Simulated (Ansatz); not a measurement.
The starting structures come from a database of crystals and need not be the phases stable at ambient conditions.

By PBEsol, the system below comes out a metal.

Input:

```xyz
16
Lattice="4.9409 0.0000 0.0000 -2.4705 6.8101 0.0000 2.4705 0.0000 6.8101" Properties=species:S:1:pos:R:3 pbc="T T T"
Si     3.7057     0.0000     0.0000
Si     1.2352     0.0000     0.0000
Si     0.0000     5.6901     3.4050
Si     4.9409     1.1200     3.4050
Si     2.4705     3.4050     1.1200
Si     2.4705     3.4050     5.6901
W      2.4705     5.8060     4.7721
W      2.4705     1.0041     2.0380
W      0.0000     4.7721     1.0041
W      4.9409     2.0380     5.8060
W      0.0000     2.0380     1.0041
W      4.9409     4.7721     5.8060
W      2.4705     5.8060     2.0380
W      2.4705     1.0041     4.7721
W      1.2352     3.4050     3.4050
W      3.7057     3.4050     3.4050
```

The cell is taken as given; by PBEsol it stands under a pressure of -2.8 GPa.

The current flows along the normal of the first two printed cell vectors, the (110) plane of the conventional cell. No spin-orbit coupling; the value is a mean over 0.1 eV about the Fermi level.

Problem. Predict the ballistic conductance per area from PBEsol run with Ansatz (a quantum-chemistry and plane-wave program).

Solution. 0.47 × 10¹⁵ S/m² for both spins.
